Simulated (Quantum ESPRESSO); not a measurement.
Troubleshooting Quantum ESPRESSO: a failed run on HoPd2Si2 (I4/mmm, 5 atoms in the cell). The aim is a self-consistent single point with DFT, PBEsol, plane waves, SSSP 1.1.2 efficiency (PBE) pseudopotentials.

Cell that was meant: a = 5.7309 Å, b = 5.7309 Å, c = 5.7309 Å, α = 137.89°, β = 137.89°, γ = 61.07°.

Part of the input:

```fortran
Ho   164.9303  Ho.GGA-PBE-paw-v1.0.UPF
Pd   106.4200  Pd_ONCV_PBE-1.0.oncvpsp.upf
Si    28.0850  Si.pbe-n-rrkjus_psl.1.0.0.UPF
ATOMIC_POSITIONS {fractional}
Ho    0.0000000000    0.0000000000    0.0000000000
Pd    0.0000000000    2.0590000000    2.4680000000
Pd    2.0590000000    0.0000000000    2.4680000000
```

The program printed (abridged):

```
     This program is part of the open-source Quantum ESPRESSO suite
     for quantum simulation of materials; please cite

 %%%%%%%%%%%%%%%%%%%%%%%%%%%%%%%%%%%%%%%%%%%%%%%%%%%%%%%%%%%%%%%%%%%%%%%%%%%%%%
     Error in routine read_cards (1):
     unknown option for ATOMIC_POSITION: ATOMIC_POSITIONS {FRACTIONAL}
 %%%%%%%%%%%%%%%%%%%%%%%%%%%%%%%%%%%%%%%%%%%%%%%%%%%%%%%%%%%%%%%%%%%%%%%%%%%%%%

     stopping ...
```

Q: Read the log: what does the program object to, and what is the fix?

A: The fault is a value that the program does not know. The key takes a closed list of words, and names differ between codes. To fix it, use one of the words that the key accepts. The program stopped before any SCF iteration.

The sound input it was made from differs as follows (other fixes are possible):
```diff
-ATOMIC_POSITIONS {fractional}
+ATOMIC_POSITIONS {angstrom}
```

With that input, the run converged in 24 iterations: free energy E − TS -18373.7726 eV; Fermi level (on the code's own zero) 15.63 eV; pressure -0.72 GPa; largest force (vector length) 0.081 eV/Å; size of the cell's spin moment 3.56 μB (DFT, PBEsol, plane waves, SSSP 1.1.2 efficiency (PBE) pseudopotentials).

On the sound input: the starting cell comes from a database of published, mostly measured structures (it also holds non-ambient and calculated ones), without a prior relaxation at this level. With one magnetic atom in the cell only a parallel order is possible. With U or open f shells several self-consistent states can exist. The f electrons are in the valence without U or exact exchange, which can misplace them near the Fermi level. Spin-orbit terms, which matter for f shells, are left out. Without a gap this mesh is coarse (it stands for a supercell whose shortest vector is 16 Å).
